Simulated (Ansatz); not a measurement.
Input and output of a self-consistent single point for Te2Mo (P2_1/m, 6 atoms in the cell) (Ansatz, a program for electronic structure).

Method of the run: LDA (PW92), PAW files made with PBE (plane waves; Ansatz).

```
CELL_PARAMETERS angstrom
      6.36161     0.00000     0.00000
      0.00000     3.48040     0.00000
     -0.08574     0.00000    36.17589
ATOMIC_POSITIONS crystal
  Te 0.07915 0.75000 0.44347
  Te 0.92085 0.25000 0.55653
  Te 0.57075 0.25000 0.45930
  Te 0.42925 0.75000 0.54070
  Mo 0.81865 0.75000 0.50253
  Mo 0.18135 0.25000 0.49747
```

Reference input (self-consistent single point, DFT, LDA (PW92), plane waves, PAW files made with PBE): basis.ecutwfc = 420 eV; kpoints.mp_grid.grid = 4 8 1; hamiltonian.xc = lda; hamiltonian.pseudopotentials = {kind: paw} (the program's default PAW files); scf.occupations.method = fermi_dirac; scf.occupations.width = 0.1 eV. This run's input differs from it in these lines:

Ansatz 0.2 input:
```diff
@@ -21,3 +21,3 @@
 scf:
-  occupations: { method: fermi_dirac, width: 0.1 }
+  occupations: { method: methfessel_paxton, width: 0.2 }
 output:
```

Output (repeated stretches shortened):

```
SCF iter   1: F=—  HF=-36997.691236 eV  |F-HF|=—  |Δ(HF+E_count)|=         —  Δρ=2.23e-2  dr2=5.05e0  ethr=3.10e-3  ⟨swp⟩=12.7  Hψ=4176  notcnv=0
all-band conjugate gradients solve this SCF's bands
preconditioner: auto → LDOS
SCF iter   2: F=—  HF=-36998.110881 eV  |F-HF|=—  |Δ(HF+E_count)|=   4.20e-1  S|Δr|=    0.00e0  Δρ=2.74e-2  dr2=9.85e0  ethr=3.10e-3  ⟨swp⟩=3.5  Hψ=2099  notcnv=0  defer=33
   [... lines left out ...]
SCF iter   8: F=—  HF=-36996.070103 eV  |F-HF|=—  |Δ(HF+E_count)|=   2.00e-4  S|Δr|=    0.00e0  Δρ=7.99e-6  dr2=8.20e-7  ethr=2.02e-8  ⟨swp⟩=2.7  Hψ=1692  notcnv=0  defer=33
SCF iter   9: F=—  HF=-36996.070103 eV  |F-HF|=—  |Δ(HF+E_count)|=   4.81e-7  S|Δr|=    0.00e0  Δρ=2.63e-6  dr2=1.72e-7  ethr=1.09e-10  ⟨swp⟩=19.0  Hψ=4630  notcnv=0
SCF iter  10: F=-36996.070103 eV  HF=-36996.070103 eV  |F-HF|=1.46e-9  |Δ(HF+E_count)|=   1.40e-8  S|Δr|=    0.00e0  Δρ=7.34e-7  dr2=6.28e-9  ethr=1.09e-10  ⟨swp⟩=5.5  Hψ=2865  notcnv=0
SCF 1 converged in 10 iterations: F = -36996.070103 eV  dr2 = 6.28e-9
Stability not checked (fill_not_monotonic)
Free energy (F): -36996.070103 eV
Internal energy: -36996.076890 eV  (E = F + TS)
E sigma→0 (E₀):  -36996.071800 eV
Entropy (-TS):   0.006787 eV (1.131 meV/atom)
Fermi energy:    -1.670844 eV
--- Forces (eV/Å), atoms counted from 1 ---
  atom   1  Te     0.00802674    -0.00000000     0.48320085
  atom   2  Te    -0.00802674     0.00000000    -0.48320085
  atom   3  Te    -0.01306641    -0.00000000     0.40542843
  atom   4  Te     0.01306641     0.00000000    -0.40542843
  atom   5  Mo     0.05879076    -0.00000000     0.02770495
  atom   6  Mo    -0.05879076     0.00000000    -0.02770495
--- Stress (GPa, compression-positive) ---
       -0.982157      -0.000000       0.003303
       -0.000000      -1.050274       0.000000
        0.003303       0.000000      -0.633576
  P = ⅓ Tr σ = -0.8887 GPa (-8.887 kbar)
  The stress holds the Pulay correction. Without it, at fixed plane waves, as pw.x and ABINIT print it: P = -0.8968 GPa
```

The run converged in 10 iterations. Against the reference run the free energy goes up by 3.7 meV/atom, the pressure stays at -0.89 GPa and the largest force moves little (0.480 to 0.483 eV/Å).

The starting cell comes from a database of computed structures (which also holds hypothetical and non-ambient phases and stackings), without a prior relaxation at this level. Spin-orbit coupling is off. Spin polarisation is off. Ansatz's pressure includes its estimate of the finite-basis (Pulay) stress.
